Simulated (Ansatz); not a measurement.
Given:

```xyz
6
Lattice="3.1917 0.0000 0.0000 -1.5959 2.7641 0.0000 0.0000 0.0000 12.2621" Properties=species:S:1:pos:R:3 pbc="T T T"
W      1.5959     0.9214     9.1966
W      0.0000     1.8427     3.0655
Se     1.5959     0.9214     4.7568
Se     0.0000     1.8427    10.8878
Se     0.0000     1.8427     7.5054
Se     1.5959     0.9214     1.3743
```

No spin polarisation.

All numbers come from Ansatz (a first-principles code) PBEsol-D3(BJ), no SOC. Γ-centred 12×12×3 mesh, Fermi–Dirac width 0.05 eV.

Question: Estimate the valence-band top at Γ (three highest levels, from the VBM).

Answer: 0.00, -0.70, -1.38 eV.

Question: Estimate the hole mass.

Answer: 1.6 mₑ along c, 0.58 mₑ across (at Γ).

Spin-orbit coupling, missing from the scalar runs, can matter with W. The levels and masses belong to the bands next to the band gap. The cells carry an imposed strain or load. Masses are band curvatures over ±0.01 Å⁻¹ around the edge. Whether these cells are dynamically stable was not tested. The cell was made from WSe2 (space group P6_3/mmc, No. 194; layered, stacked along the Cartesian z axis) by this change: isotropic strain −1.20 %.
